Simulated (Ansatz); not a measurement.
**Response to strain in SnSe2**

Consider SnSe₂ in the CdI2 type structure (space group P-3m1, No. 164; a = 3.826 Å, c = 6.231 Å; layered, stacked along the Cartesian z axis). Axes: x lies along a and z along c of the hexagonal cell.

Strains are applied to the cell and any free atomic positions relax; under biaxial strain the out-of-plane vector relaxes too.

Calculations: r2SCAN+rVV10, PAW, 500 eV (Ansatz, a quantum-chemistry and plane-wave program; no spin-orbit coupling).

Candidates:
(a) tensor shear ε_xz = +0.87 %
(b) strain tensor (xx, yy, zz, yz, xz, xy) = (−0.37, +1.17, −1.53, +0.42, +0.91, −0.78) %
(c) strain tensor (xx, yy, zz, yz, xz, xy) = (−1.26, +0.32, −0.53, −0.62, +2.38, −0.91) %
(d) biaxial strain +2.44 %, plane normal [001], relaxed out of plane

Base values:

```
Item        Value
--------  -------
Band gap  0.94 eV
```

**Question.** Order them by band gap, lowest first.

**Answer.** (d) biaxial strain +2.44 %, plane normal [001], relaxed out of plane (0.71 eV), (b) strain tensor (xx, yy, zz, yz, xz, xy) = (−0.37, +1.17, −1.53, +0.42, +0.91, −0.78) % (0.77 eV), (c) strain tensor (xx, yy, zz, yz, xz, xy) = (−1.26, +0.32, −0.53, −0.62, +2.38, −0.91) % (0.80 eV), (a) tensor shear ε_xz = +0.87 % (0.93 eV)

No phonon test of stability was made.
